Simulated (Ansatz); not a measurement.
Subject: the reaction energy. Reaction: GaP (zinc blende) + 1/2 As2 (gas) → GaAs (zinc blende) + 1/2 P2 (gas). A negative value means that the right-hand side lies lower.

GaAs (zinc blende, F-43m), 2 atoms in the cell, k-point mesh 10×10×10 on the run's own vectors.
GaAs is taken in the cubic space group F-43m (No. 216), the zinc blende structure, Pearson symbol cF8. Conventional cell: a = 5.7461 Å, b = 5.7461 Å, c = 5.7461 Å, α = 90.00°, β = 90.00°, γ = 90.00°. Ga on 4a is coordinated by 4 As at 2.488 Å (tetrahedral). As on 4d sees 4 Ga at 2.488 Å (tetrahedral). (Neighbours: up to the widest gap in distance over summed covalent radii, below 1.35, at either atom; cation-cation and far metal-metal contacts left out.)
(The calculation used a cell of 2 atoms; values per cell refer to that cell.)

GaP (zinc blende, F-43m), 2 atoms in the cell, k-point mesh 10×10×10 on the run's own vectors.
```yaml
crystal:
  lattice:
    - [0.00000, 2.75285, 2.75285]
    - [2.75285, 0.00000, 2.75285]
    - [2.75285, 2.75285, 0.00000]
  atoms:
    - { symbol: Ga, position: [0.00000, 0.00000, 0.00000] }
    - { symbol: P, position: [0.25000, 0.25000, 0.25000] }
```

An isolated P2 molecule (singlet) in a box of 13 × 11 × 12 Å.

An isolated As2 molecule (singlet) in a box of 13 × 11 × 12 Å.

All numbers come from Ansatz (a quantum-chemistry and plane-wave program), plane waves with PAW, its PAW set soft_1, cutoff 420 eV. The structures are at rest with PBE; other levels are single points on them. HSE06 runs on coarser k-point meshes, mended by the PBE difference between the two meshes. Neutral cells; Fermi-Dirac smearing of at most 0.05 eV in the solids, energies taken to zero width. The lattices are those relaxed with PBE, so at other levels the solids can be strained, which adds to the spread. A dispersion term (D3(BJ), or D4 for r2SCAN) was computed beside these levels and is taken off wherever the name lacks it. Nuclei at rest; no vibrational terms.

Q: What value does PBE give?

A: 0.15 eV, for GaP (zinc blende) + 1/2 As2 (gas) → GaAs (zinc blende) + 1/2 P2 (gas).

Q: List the value at the remaining levels and say how far they part.

A: 
```tsv
Level	value (eV)	less PBE
HSE06	0.13	-0.02
```

The levels shown span only 0.02 eV, too little to tell them apart.
